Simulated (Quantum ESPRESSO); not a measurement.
A self-consistent single point of CaBi3 (Pm-3m, 4 atoms in the cell) with Quantum ESPRESSO.

Method: PBEsol, PseudoDojo standard norm-conserving (PBESOL) pseudopotentials (plane waves; Quantum ESPRESSO).

```yaml
crystal:
  lattice:
    - [5.04167, 0.00000, 0.00000]
    - [0.00000, 5.04167, 0.00000]
    - [0.00000, 0.00000, 5.04167]
  atoms:
    - { symbol: Ca, position: [0.50000, 0.50000, 0.50000] }
    - { symbol: Bi, position: [0.50000, 0.00000, 0.00000] }
    - { symbol: Bi, position: [0.00000, 0.50000, 0.00000] }
    - { symbol: Bi, position: [0.00000, 0.00000, 0.50000] }
```

Reference input (self-consistent single point, DFT, PBEsol, plane waves, PseudoDojo standard norm-conserving (PBESOL) pseudopotentials): ecutwfc = 70 Ry; occupations = smearing; smearing = fermi-dirac; degauss = 0.0099958 Ry; potentials = {Ca: Ca.upf, Bi: Bi.upf}; K_POINTS = automatic 5 5 5 0 0 0; conv_thr = 1e-10 Ry. This run's input differs from it in these lines:

```diff
@@ -34,3 +34,3 @@
 K_POINTS automatic
-5 5 5  0 0 0
+4 4 4  0 0 0
```

Output, abridged:

```
     Self-consistent Calculation

     iteration #  1     ecut=    70.00 Ry     beta= 0.70

---- Real-time Memory Report at c_bands before calling an iterative solver
           131 MiB given to the printing process from OS
            99 MiB allocation reported by mallinfo(arena+hblkhd)
------------------

     Threshold (ethr) on eigenvalues was too large:
     Diagonalizing with lowered threshold

---- Real-time Memory Report at c_bands before calling an iterative solver
           151 MiB given to the printing process from OS
           108 MiB allocation reported by mallinfo(arena+hblkhd)
------------------

   [... lines left out ...]

---- Real-time Memory Report at c_bands before calling an iterative solver
           166 MiB given to the printing process from OS
           137 MiB allocation reported by mallinfo(arena+hblkhd)
------------------

     total energy              =    -567.50097738 Ry
     estimated scf accuracy    <          1.4E-10 Ry

     iteration #  9     ecut=    70.00 Ry     beta= 0.70

---- Real-time Memory Report at c_bands before calling an iterative solver
           168 MiB given to the printing process from OS
           140 MiB allocation reported by mallinfo(arena+hblkhd)
------------------
     c_bands:  1 eigenvalues not converged
     End of self-consistent calculation

     the Fermi energy is    10.1159 ev

!    total energy              =    -567.50097738 Ry
     estimated scf accuracy    <          1.6E-12 Ry
     smearing contrib. (-TS)   =      -0.00681883 Ry
     internal energy E=F+TS    =    -567.49415855 Ry

     convergence has been achieved in   9 iterations

     Forces acting on atoms (cartesian axes, Ry/au):

     atom    1 type  1   force =     0.00000000    0.00000000    0.00000000
   [... zero for the other atoms too ...]

     Total force =     0.000000     Total SCF correction =     0.000000

          total   stress  (Ry/bohr**3)                   (kbar)     P=      -34.52
  -0.00023466   0.00000000   0.00000000          -34.52        0.00        0.00
   0.00000000  -0.00023466   0.00000000            0.00      -34.52        0.00
   0.00000000   0.00000000  -0.00023466            0.00        0.00      -34.52

   JOB DONE.
```

The run converged in 9 iterations. Against the reference run the free energy goes down by 21.3 meV/atom and the pressure goes from -3.35 to -3.45 GPa. The full log also holds: “c_bands:  1 eigenvalues not converged”.

The starting cell comes from a database of computed structures (which also holds hypothetical and non-ambient phases and stackings), without a prior relaxation at this level. Its lattice was rescaled by a random factor within 2.5 % of one. Spin-orbit coupling is off. With a pressure of about -3 GPa the cell is away from its equilibrium volume at this level.

Cost on one core of a shared machine: roughly 70 s.
